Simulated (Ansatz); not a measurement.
Consider Ti in the hcp (Mg type) structure (space group P6_3/mmc, No. 194; relaxed with 0.1 eV smearing).

```
Ti
1.0
    2.93639     0.00000     0.00000
   -1.46820     2.54299     0.00000
    0.00000     0.00000     4.64022
Ti
2
Direct
  0.66667   0.33333   0.75000
  0.33333   0.66667   0.25000
```

Cartesian axes are those of the cell as printed.

All numbers come from Ansatz (a program for electronic structure), r2SCAN, PAW, cutoff 500 eV, spin-orbit coupling left out.

Base values:

The band gap comes out as zero.

Perturbation: uniaxial strain ε_zz = +2.50 %, all other strain components held at zero; the atoms relax in the strained cell.

### Question
How does this affect the stress?

### Answer
The stress (xx, yy, zz, yz, xz, xy; compression positive) is (-1.8, -1.8, -4.7, 0.0, 0.0, 0.0) GPa.

### Question
What happens to the energy relative to the base?

### Answer
The energy rises by 6.4 meV/atom.

### Question
What happens to the band gap?

### Answer
The band gap is still zero.

Stability against distortions was not tested. All final runs are without spin polarisation.
